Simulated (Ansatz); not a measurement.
Consider GaN in the zinc blende structure (space group F-43m, No. 216; a = 4.4979 Å).

Perturbation: a hydrostatic pressure of 7.5 GPa.

Levels (all Ansatz, a first-principles code, PAW): r2SCAN (500 eV, spin-orbit coupling left out); HSE06 (420 eV, without spin-orbit coupling).

The geometry is relaxed with r2SCAN.

- r2SCAN lowest conduction level above the VBM at special points: Γ 2.41 eV; X 3.79 eV; L 5.48 eV

Task: How does going to HSE06 change the lowest conduction level above the VBM at special points?

Result: The lowest conduction level above the VBM at special points goes from Γ 2.41 eV; X 3.79 eV; L 5.48 eV to Γ 3.26 eV; X 4.48 eV; L 6.39 eV.

Single points use the geometry relaxed with r2SCAN. Their cutoffs differ, which shifts pressures a little. The levels and masses belong to the bands next to the band gap. Load acts through the strain it causes; cell and atoms are relaxed under it. Stability against distortions was not tested. Tetrahedral semiconductors of this kind turn to denser phases somewhere between about 1 and 50 GPa; those were not computed, so compressed cells here can lie past the real transition. This is not the structure that GaN has at room temperature and ambient pressure.
